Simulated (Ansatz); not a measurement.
Results of LDA (Ansatz, a quantum-chemistry and plane-wave program, plane waves, PAW) for AlB2-type MgB2.

Run with plane-wave cutoff 520 eV, 24×24×16 k mesh (along the axes of the cell as run), Fermi–Dirac smearing 0.05 eV, scalar-relativistic PAW data made under PBE.

Cell (relaxed at this level):

```cif
data_B2Mg
_chemical_formula_sum 'Mg1 B2'
_space_group_name_H-M_alt 'P 1'
_space_group_IT_number 1
_cell_length_a 3.03615
_cell_length_b 3.03615
_cell_length_c 3.45347
_cell_angle_alpha 90.000
_cell_angle_beta 90.000
_cell_angle_gamma 120.000
loop_
_space_group_symop_operation_xyz
  'x, y, z'
loop_
_atom_site_label
_atom_site_type_symbol
_atom_site_fract_x
_atom_site_fract_y
_atom_site_fract_z
_atom_site_occupancy
Mg1 Mg 0.00000 0.00000 0.00000 1
B1 B 0.33333 0.66667 0.50000 1
B2 B 0.66667 0.33333 0.50000 1
```

Question: Give the computed bulk modulus and pressure derivative B′ of the bulk modulus.

Answer: 
bulk modulus: 155 GPa
pressure derivative B′ of the bulk modulus: 3.6

The run finds no gap.

Measured, for comparison: bulk modulus 151 ± 5 GPa (room temperature, not corrected to a static lattice, B' fixed at 4, our sources range from 147 to 151; as tabulated in Vogt et al. (2001), arXiv:cond-mat/0102480). Computed (rounded) less measured: bulk modulus +3 % (+3 % to +5 % over the range). A static lattice is as a rule a little smaller and stiffer than an uncorrected measurement, which narrows the difference in the bulk modulus and would widen misses of the other sign.

Note: the bulk modulus comes from volumes at which shape and atoms were relaxed.

Computed values are for the static lattice.

The result took about 5 core-minutes (a rough figure).
